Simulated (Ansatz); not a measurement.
## WSi2, pressure series

The reference is WSi2 (space group I4/mmm, No. 139).

```xyz
3
Lattice="-1.6147 1.6147 3.9339 1.6147 -1.6147 3.9339 1.6147 1.6147 -3.9339" Properties=species:S:1:pos:R:3 pbc="T T T"
W      0.0000     0.0000     0.0000
Si     0.0000     0.0000     2.6324
Si     0.0000     0.0000     5.2354
```

Cell and atoms are relaxed at each pressure.

All numbers come from PBE/PAW in Ansatz (a quantum-chemistry and plane-wave program), no spin-orbit coupling, earlier PAW set.

Notes on the quantities. enthalpy: H = E + PV relative to the base's energy.

```tsv
variant	volume per atom	enthalpy
base	13.68 Å³	–
pressure −2 GPa	13.80 Å³	-0.17 eV/atom
pressure −1 GPa	13.74 Å³	-0.09 eV/atom
pressure 1.8 GPa	13.57 Å³	+0.15 eV/atom
pressure 4.2 GPa	13.42 Å³	+0.36 eV/atom
pressure 9 GPa	…	+0.75 eV/atom
pressure 18 GPa	12.74 Å³	+1.48 eV/atom
pressure 30 GPa	12.27 Å³	+2.42 eV/atom
pressure 45 GPa	…	+3.54 eV/atom
pressure 60 GPa	11.37 Å³	+4.62 eV/atom
```

Question: Complete the table.

Answer: 
- pressure 9 GPa, volume per atom: 13.17 Å³
- pressure 45 GPa, volume per atom: 11.78 Å³

Load acts through the strain it causes; cell and atoms are relaxed under it. Stability against distortions was not tested. No other phases were tried under pressure. All final runs are without spin polarisation.
